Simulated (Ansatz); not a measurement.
Given:

```xyz
2
Lattice="0.0000 2.3982 2.4222 2.3982 0.0000 2.4222 2.3982 2.3982 0.0000" Properties=species:S:1:pos:R:3 pbc="T T T"
Be     0.0000     0.0000     0.0000
S      1.1991     1.1991     1.2111
```

No spin polarisation.

Computed with Ansatz (a quantum-chemistry and plane-wave program), LDA, PAW, cutoff 420 eV, without spin-orbit coupling. Settings: 12×12×12 k-points, 0.05 eV Fermi–Dirac smearing.

Q: Predict the valence-band top at Γ, band gap and electron mass.

A: The valence-band top at Γ (three highest levels, from the VBM) comes out as 0.00, 0.00, -0.06 eV and the band gap is 2.80 eV. The electron mass comes out as 0.80 mₑ along k, 0.28 mₑ across (at X).

The cells carry an imposed strain or load. Masses are band curvatures over ±0.01 Å⁻¹ around the edge. Along k means along the line from Γ to the band edge. Stability against distortions was not tested. The cell was made from BeS in the zinc blende structure (space group F-43m, No. 216) by this change: uniaxial strain ε_zz = +1.00 %.
